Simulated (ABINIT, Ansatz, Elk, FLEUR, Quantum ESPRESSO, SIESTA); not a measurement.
**One structure in several programs: Br (Cmce, 4 atoms in the cell)**

Self-consistent single point.

```
CELL_PARAMETERS angstrom
      2.25590    -3.35868     0.00000
      2.25590     3.35868     0.00000
      0.00000     0.00000     8.78191
ATOMIC_POSITIONS crystal
  Br 0.86100 0.86100 0.88900
  Br 0.63900 0.63900 0.38900
  Br 0.36100 0.36100 0.61100
  Br 0.13900 0.13900 0.11100
```

Shared settings, as Ansatz (an electronic-structure program) writes them: kpoints.mp_grid.grid = 5 5 2; magnetization.spin_orbit = true; scf.occupations.method = fermi_dirac; scf.occupations.width = 0.02 eV. Potentials and cutoffs stand in the table.

```csv
code,model,pressure (GPa),largest force (eV/Å),gap on the mesh (eV),cutoff
FLEUR,"PBE, all-electron FLAPW (FLEUR), scalar-relativistic valence with spin-orbit coupling in second variation",–,–,1.654,Kmax 3.9 1/bohr
SIESTA,"GGA PBE with spin-orbit coupling, numerical atomic orbitals DZP, PseudoDojo PBE fully relativistic norm-conserving potentials (rewritten from UPF to PSML)",–,1.117,1.599,grid 300 Ry
Elk,"PBE, spin-orbit coupling in second variation, all-electron FP-LAPW, Elk's shipped species files, APW+lo basis with extra local orbitals",–,–,1.660,rgkmax 7.5
Ansatz,"PBE with spin-orbit coupling, PAW files",1.33,0.564,1.651,default
ABINIT,"PBE, spin-orbit coupling, PAW (JTH v2.0 PBE PAW)",1.31,0.576,1.657,40 Ry
Quantum ESPRESSO,"PBE, spin-orbit coupling, PseudoDojo fully relativistic norm-conserving (PBE) pseudopotentials",1.34,0.584,1.628,50 Ry
```

A dash marks a value that a program does not give, or that is left out as unsure.

Gaps are read on the mesh.

The spread over the programs that give each value: pressure within 0.03 GPa; largest force within 0.553 eV/Å; gap on the mesh within 0.061 eV.

SIESTA uses small atom-centred bases, whose incompleteness enters pressures, forces and empty levels differently from a plane-wave cutoff. FLEUR and Elk treat all electrons, but the usual bases taken here (sphere radii, linearisation, local orbitals, empty states) were not tested for convergence, so the values are no reference for the others. In the force vectors, SIESTA (by 0.545) lies more than 0.08 eV/Å from the median of the plane-wave programs.

The starting cell has typed, rounded lattice constants, without a prior relaxation at this level. Its lattice was rescaled by a random factor within 2.5 % of one.

Keys are those of Ansatz 0.2.
